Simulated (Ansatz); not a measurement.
Adsorption energy and surface dipole of H on the 1x1 (0001) surface of hcp Os, one in a 2x2 cell, started at the site 'hollow Os-Os-Os', worked from the runs' numbers; total energies count from the potentials' own zero.

These are PBE (plane waves to 420 eV, PAW; Ansatz, an electronic-structure program) values and carry that method's errors.

Set-up: 17 atoms, 6.4 Å thick at the start under the adsorbate (thin: gaps and levels are the slab's own); mesh 6x6x1; 0.1 eV smearing; dipole correction on; 8 atoms held, the rest relaxed; symmetry of the start imposed; no spin, no spin-orbit, no U, no dispersion correction. At the end it is bonded to 3 Os. In PBE it is, or lies within 0.03 eV of, the lowest of the starts that converged.

```
quantity                                                             value
----------------------------------------------------------  --------------
slab with the adsorbate                                     -182159.226 eV
clean slab, same cell and mesh                              -182142.823 eV
reference, ½ H2(g)                                              -15.872 eV
area of the cell                                                  26.28 Å²
change of the step from the bottom to the top vacuum level       -0.148 eV
```

**Question.** What is the adsorption energy against this reference?

**Answer.** E(slab + adsorbate) − E(slab) − E(reference) = -0.53 eV, so in this state the adsorbate is more stable than in the reference, at a coverage of 3.81 a nm².

**Question.** What dipole does adsorption add to the slab along the outward normal (Helmholtz relation, ε₀ = 0.005526 e/(V·Å))?

**Answer.** p = −ε₀·A·ΔV = 0.022 e·Å = 0.10 D; its positive end points to the vacuum, which lowers the vacuum level.
